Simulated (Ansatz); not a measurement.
Start from PtGe (space group Pnma, No. 62; a = 5.819 Å, b = 3.757 Å, c = 6.175 Å). Axes: x, y, z lie along a, b, c of the conventional cell.

(Cell as relaxed with PBE.)

Levels (all Ansatz, a program for electronic structure, PAW): PBE (420 eV, without spin-orbit coupling); r2SCAN (500 eV, scalar-relativistic without spin-orbit coupling).

Each level relaxes its own structure.

```json
[
 {"base": "volume per atom", "PBE": "16.87 Å³", "r2SCAN": "16.42 Å³"},
 {"base": "band gap", "PBE": "zero", "r2SCAN": "zero"}
]
```

Now apply this change: uniaxial strain ε_xx = −2.66 %, all other strain components held at zero, atoms relaxed at fixed cell.

| quantity | PBE | r2SCAN |
|---|---|---|
| largest internal atomic displacement | 0.015 Å | 0.017 Å |
| pressure (mean of the normal stresses, compression positive) | 4.3 GPa | 4.8 GPa |
| shortest interatomic distance | 2.491 Å | 2.464 Å |
| energy relative to the base (free energy F) | +8.4 meV/atom | +9.2 meV/atom |

PBE's pressure lies 0.5 GPa below r2SCAN's; PBE's shortest interatomic distance lies 0.027 Å above r2SCAN's (1.1 %); PBE's energy relative to the base lies 0.8 meV/atom below r2SCAN's. Neither level is exact; r2SCAN is the comparison here, not a measurement.

Without a gap, meshes like the base's 8×12×8 leave anisotropic stresses uncertain by several tenths of a GPa, and small strain energies with them. Whether these cells are dynamically stable was not tested. The final runs are not spin-polarised.
